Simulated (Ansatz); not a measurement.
Consider the following.

```yaml
crystal:
  lattice:
    - [0.00000, 2.75766, 2.71691]
    - [2.75766, 0.00000, 2.71691]
    - [2.75766, 2.75766, 0.00000]
  atoms:
    - { symbol: Si, position: [0.25000, 0.25000, 0.25000] }
    - { symbol: Si, position: [0.00000, 0.00000, 0.00000] }
```

The numbers are results of PBEsol, rigid bands (plane waves, PAW, scalar-relativistic; Ansatz, a first-principles code), not measurements. Condition of this run: biaxial strain xx = yy = +1.5 %, z clamped. Geometry: cell and atoms relaxed with PBEsol, then loaded as said.

**Question.** What conductivity effective mass do dilute holes have at 300 K?

**Answer.** 0.33 (x), 0.33 (y), 0.32 (z) mₑ.

**Question.** What conductivity effective mass do dilute electrons have at 300 K?

**Answer.** 0.21 (x), 0.21 (y), 0.92 (z) mₑ.

**Question.** And the band gap?

**Answer.** 0.36 eV at this level; semilocal functionals usually fall short of the measured gap.

Rigid bands, one relaxation time for all states, no polarons. Spin-orbit coupling is left out; where it splits the top of the valence band it changes the hole mass and lowers the gap by about a third of the splitting.
